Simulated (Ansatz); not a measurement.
AlB2-type ZrB2, c axis length

Reference value: 3.532 Å (measured, room temperature, not corrected to a static lattice; as tabulated in Zhang et al. (2020), arXiv:1911.03307).

```tsv
level (code)	value (Å)	difference (%)
PBE (Ansatz)	3.542	+0.28
PBE-D4 (Ansatz)	3.496	-1.02
r²SCAN (Ansatz)	3.551	+0.54
B3LYP (VWN-RPA form) (Ansatz)	3.583	+1.44
Hartree–Fock (Ansatz)	3.608	+2.15
```

The reference is not for a static lattice or low temperature, so close values are not ranked against it.

The measured value isn't corrected to a static lattice, so vibrations enter the comparison.  Cutoffs and k meshes differ between the levels. Ansatz's density-functional and Hartree–Fock values are scalar-relativistic unless marked +SOC, with PAW data made under PBE.

Differences are worked out from the printed values.

Ansatz is an electronic-structure program.
